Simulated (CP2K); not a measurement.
Band structure of GaAgSnSe4 (I-4, 7 atoms in the cell).

```
GaAgSnSe4
1.0
    6.95057     0.00000     0.00000
    1.70474     6.73827     0.00000
   -4.32766    -3.36914     4.26975
Ga Ag Sn Se
1 1 1 4
Cartesian
  4.32766   3.36914   0.00000
  0.85237   3.36914   2.13488
  3.47529   0.00000   2.13488
  3.41407   2.59026   2.13650
  3.96157   5.79175   0.05337
 -0.97916  -0.69465   2.13325
  2.25883  -0.94909   4.21638
```

Computed with PBEsol, GPW, DZVP-MOLOPT-SR-GTH basis, GTH-PBE potentials (GTH_POTENTIALS) (CP2K 2026.2).

Settings: CUTOFF = 600 Ry; REL_CUTOFF = 60 Ry; SMEAR/METHOD = FERMI_DIRAC; ELECTRONIC_TEMPERATURE = 116.05 K; KPOINTS/SCHEME = MONKHORST-PACK 3 3 3; XC_FUNCTIONAL = PBE:PBESOL; Ga/BASIS_SET = DZVP-MOLOPT-SR-GTH-q13; Ga/POTENTIAL = GTH-PBE-q13; Ag/BASIS_SET = DZVP-MOLOPT-SR-GTH-q11; Ag/POTENTIAL = GTH-PBE-q11; Sn/BASIS_SET = DZVP-MOLOPT-SR-GTH-q4; Sn/POTENTIAL = GTH-PBE-q4; Se/BASIS_SET = DZVP-MOLOPT-SR-GTH-q6; Se/POTENTIAL = GTH-PBE-q6.

The starting cell comes from a database of computed structures (which also holds hypothetical and non-ambient phases and stackings), without a prior relaxation at this level. Values carry the incompleteness of an atom-centred basis. The potentials were made for another functional than the one used.

Q: Predict the gap along the standard path and the places of the band edges.

A: The gap along the path is 0.80 eV, direct at Γ to within 0.01 eV.

Levels in eV from the top of the valence band on the SCF mesh, bands 23 to 27:
| point | 23 | 24 | 25 | 26 | 27 |
|---|---|---|---|---|---|
| Γ | -1.59 | -0.11 | 0.00 | 0.00 | 0.80 |
| X | -0.84 | -0.47 | -0.22 | -0.16 | 1.31 |
| Y | -0.93 | -0.66 | -0.39 | -0.16 | 1.53 |
| S | -1.28 | -0.99 | -0.46 | -0.08 | 1.87 |
| Z | -1.39 | -0.74 | -0.41 | -0.41 | 1.68 |
| S1 | -1.28 | -0.99 | -0.46 | -0.08 | 1.87 |
| N | -1.18 | -0.85 | -0.58 | -0.22 | 1.97 |
| P | -0.79 | -0.49 | -0.41 | -0.35 | 1.70 |
| Y1 | -0.93 | -0.66 | -0.39 | -0.16 | 1.53 |

Higher empty bands are left out: an atom-centred basis made for the valence describes them poorly.
